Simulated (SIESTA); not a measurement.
Worked example: relaxation of the atoms of MgSc (P4mm, 2 atoms in the cell) in SIESTA.

Method: LDA PW92, numerical atomic orbitals DZP, PseudoDojo LDA standard norm-conserving potentials (rewritten from UPF to PSML) (SIESTA 5.4.2).

The change in words: one atom moved by 0.15 angstrom; MD.TypeOfRun: default → FIRE; MD.Steps: default → 40; MD.MaxForceTol: default → 0.05 eV/Ang. Reference geometry:
```
CELL_PARAMETERS angstrom
      3.61443     0.00000     0.00000
      0.00000     3.61443     0.00000
      0.00000     0.00000     3.61443
ATOMIC_POSITIONS crystal
  Mg 0.00000 0.00000 0.00000
  Sc 0.50000 0.50000 0.50000
```

Reference input (self-consistent single point, DFT, LDA PW92, numerical atomic orbitals DZP, PseudoDojo LDA standard norm-conserving potentials (rewritten from UPF to PSML)): XC.functional = LDA; XC.authors = PW92; potentials = PseudoDojo LDA standard; PAO.BasisSize = DZP; PAO.EnergyShift = 0.005 Ry; MeshCutoff = 300 Ry; kgrid.MonkhorstPack = 8 8 8; OccupationFunction = MP; OccupationMPOrder = 0; ElectronicTemperature = 100 meV; MaxSCFIterations = 150; SCF.Mixer.Method = Pulay. This run's input differs from it in these lines:

```diff
@@ -18,3 +18,3 @@
 %block AtomicCoordinatesAndAtomicSpecies
-     0.000000000    0.000000000    0.000000000  1
+     0.000000000    0.000000000    0.149998928  1
      1.807216000    1.807216000    1.807216000  2
@@ -42,2 +42,5 @@
 Diag.ParallelOverK           true
+MD.TypeOfRun                 FIRE
+MD.Steps                     40
+MD.MaxForceTol               0.05 eV/Ang
 WriteForces                  true
```

Log, with long lists cut:

```
        iscf     Eharris(eV)        E_KS(eV)     FreeEng(eV)     dDmax    Ef(eV) dHmax(eV)
   scf:    1    -2919.817887    -2927.781030    -2927.791079  1.649707 -4.556782  2.938447
   scf:    2    -2928.099290    -2927.968971    -2927.980346  0.053379 -4.768381  2.429502
   scf:    3    -2928.027165    -2928.006252    -2928.018511  0.034185 -4.877640  1.451366
   scf:    4    -2928.020091    -2928.015471    -2928.027043  0.060395 -4.863142  0.193547
   scf:    5    -2928.014940    -2928.015211    -2928.026753  0.000899 -4.860701  0.216126
   scf:    6    -2928.017000    -2928.016367    -2928.028119  0.007028 -4.879228  0.062296
   scf:    7    -2928.016176    -2928.016357    -2928.028219  0.003779 -4.888928  0.026036
   scf:    8    -2928.016436    -2928.016400    -2928.028239  0.000849 -4.886978  0.007919
   scf:    9    -2928.016427    -2928.016415    -2928.028241  0.000462 -4.885847  0.002579
   scf:   10    -2928.016409    -2928.016412    -2928.028241  0.000109 -4.886128  0.000020
mix: Pulay -- inversion failed, > SVD [rank/size] 5 / 7
   scf:   11    -2928.016412    -2928.016412    -2928.028241  0.000001 -4.886129  0.000001
SCF Convergence by DM+H criterion
max |DM_out - DM_in|         :     0.0000005943
max |H_out - H_in|      (eV) :     0.0000010050
SCF cycle converged after 11 iterations

Using DM_out to compute the final energy and forces

siesta: E_KS(eV) =            -2928.0164

siesta: E_KS - E_eggbox =     -2928.0164

siesta: Atomic forces (eV/Ang):
     1   -0.000000   -0.000000   -0.510360
     2   -0.000000    0.000000    0.509735
   Tot   -0.000000   -0.000000   -0.000625
   Max    0.510360
   Res    0.294476    sqrt( Sum f_i^2 / 3N )
   Max    0.510360    constrained

Stress tensor Voigt[x,y,z,yz,xz,xy] (kbar):       29.22       29.22       32.83        0.00       -0.00        0.00
(Free)E + p*V (eV/cell)    -2928.9249
Target enthalpy (eV/cell)    -2928.0282
FIRE: No of elements:      6

   [... lines left out ...]
outcell: Cell volume (Ang**3)        :     47.2194
        iscf     Eharris(eV)        E_KS(eV)     FreeEng(eV)     dDmax    Ef(eV) dHmax(eV)
siesta: FreeEng =     -2928.066532
siesta: Cell volume =         47.219369 Ang**3
siesta:         -32.85543063        -32.88766393  kBar
   [... lines left out ...]
               3dz2    3dxz    3dx2-y2
   2 10.555   1.927   0.330   0.196   2.002   2.002   2.002   0.216   0.216
              0.216   0.268   0.268   0.320   0.268   0.320   0.014   0.014

             -0.018   0.014  -0.018

mulliken: Qtot =       21.000

Mulliken Atomic Populations:
Atom #   charge [q] valence [e]  Species
     1    -0.444759   10.444759  Mg
     2     0.444759   10.555241  Sc
 Total    -0.000000
```

The run converged. 

Summary of the result:
- Free energy E − TS: -2928.0665 eV
- Fermi level (on the code's own zero): -4.88 eV
- Pressure: -3.29 GPa
- Largest force (vector length): 0.002 eV/Å
- Relaxation steps: 5

The starting cell comes from a database of computed structures (which also holds hypothetical and non-ambient phases and stackings), without a prior relaxation at this level. Its lattice was rescaled by up to half a per cent. For this run, on top of that: one atom moved by 0.15 angstrom. Values carry the incompleteness of an atom-centred basis.

Cost on one core of a shared machine: roughly 50 s.
